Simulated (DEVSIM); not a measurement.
abrupt Si p-n junction

Device: abrupt Si p-n junction, at 300 K.

```csv
layer (left to right),material,thickness (μm),Nd (cm⁻³),Na (cm⁻³),τn (s),τp (s)
1,Si,0.410,-,2.5e16,6.1e-5,6.1e-5
2,Si,1.30,5.6e14,-,6.1e-5,6.1e-5
```

Left contact: ohmic. Right contact: ohmic. Voltage is applied to the left contact. Recombination: SRH at mid-gap, radiative. Mobility is μmin + (μ − μmin)/(1 + (N/Nref)^α).

The device is made up for the run: typed textbook-type constants, with dimensions and the other settings drawn at random. Values at 300 K.

| parameter | Si |
|---|---|
| gap (eV) | 1.124 |
| affinity (eV) | 4.05 |
| permittivity | 11.7 |
| Nc (cm⁻³) | 2.86e19 |
| Nv (cm⁻³) | 3.1e19 |
| μn (cm²/Vs) | 1417 |
| μp (cm²/Vs) | 470 |
| μn,min | 52 |
| μp,min | 45 |
| Nref,n | 9.7e16 |
| Nref,p | 2.2e17 |
| αn | 0.68 |
| αp | 0.72 |
| B (cm³/s) | 4.7e-15 |

DEVSIM, 1D drift-diffusion, Boltzmann statistics, complete ionisation; no tunnelling, impact ionisation, image-force lowering or self-heating.

- Potential step across the device at zero bias = 0.660 V
- Largest field in the device at zero bias = 12000 V/cm
- Dark forward voltage at 1 A/cm² = 0.495 V
- Dark forward voltage at 100 A/cm² = 0.657 V

Dark forward current:

```
V (V)  J (A/cm²)
-----  ---------
0.05      9.8e-8
0.10      6.8e-7
0.15      4.2e-6
0.20      2.5e-5
0.25     0.00015
0.30     0.00094
0.35      0.0057
0.40       0.035
0.45        0.21
0.50         1.2
0.55         6.1
0.60          26
0.65          88
0.70         230
0.75         470
0.80         780
0.85        1100
0.90        1400
0.95        1700
1.00        1900
1.05        2100
```
